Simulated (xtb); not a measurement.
xtb 6.7.1, GFN2-xTB: Cc1cc(-c2sccc2C)sc1F, 22 atoms. The geometry is a generated start, not checked to be a minimum at this level.

| Item | Result |
|---|---|
| method | GFN2-xTB |
| --acc | 1 (default) |
| --etemp (K) | 300 (default) |
| detailed input (--input) | none: ANC optimiser, Lindh (1995) Hessian, microcycle=20, maxdispl=1.0, hlow=0.01 (default) |
| basis functions | 73 |
| valence electrons | 68 |

```xyz
22

C      3.6867    -0.1752     1.4861
C      2.5120    -0.2983     0.5807
C      1.2893     0.4425     0.7044
C      0.3613     0.1250    -0.2728
C     -0.9541     0.6917    -0.4431
S     -1.1356     2.3977    -0.5463
C     -2.8235     2.2782    -0.7460
C     -3.2509     0.9717    -0.7212
C     -2.1764     0.0360    -0.5363
C     -2.3908    -1.4416    -0.4529
S      0.9811    -1.0578    -1.3487
C      2.4424    -1.1409    -0.5033
F      3.4509    -1.9558    -0.8569
H      3.9120    -1.1393     1.9536
H      3.5003     0.5520     2.2829
H      4.5680     0.1539     0.9261
H      1.0995     1.1741     1.4819
H     -3.4237     3.1693    -0.8686
H     -4.2929     0.6927    -0.8260
H     -1.7763    -1.8859     0.3366
H     -2.1426    -1.9172    -1.4068
H     -3.4364    -1.6728    -0.2235
```

The structure is relaxed from this start with --opt LEVEL for the levels crude, sloppy, loose, lax, normal, tight, vtight, extreme, once each. Up to the end of the extreme run atoms move by at most 1.2 Å along an axis.

Problem. Which level is enough to come within 5 meV of the tightest end point?

Solution. lax: 33 cycles against 57, ending 1.3 meV above.

| level | cycles | energy above the extreme run (meV) | gradient norm (eV/Å) |
|---|---|---|---|
| crude | 4 | 140 | 0.34 |
| sloppy | 23 | 11 | 0.12 |
| loose | 24 | 10 | 0.15 |
| lax | 33 | 1.3 | 0.080 |
| normal | 36 | 0.75 | 0.051 |
| tight | 47 | 0.10 | 0.0086 |
| vtight | 55 | under 0.01 | 0.0070 |
| extreme | 57 | — | 0.0014 |
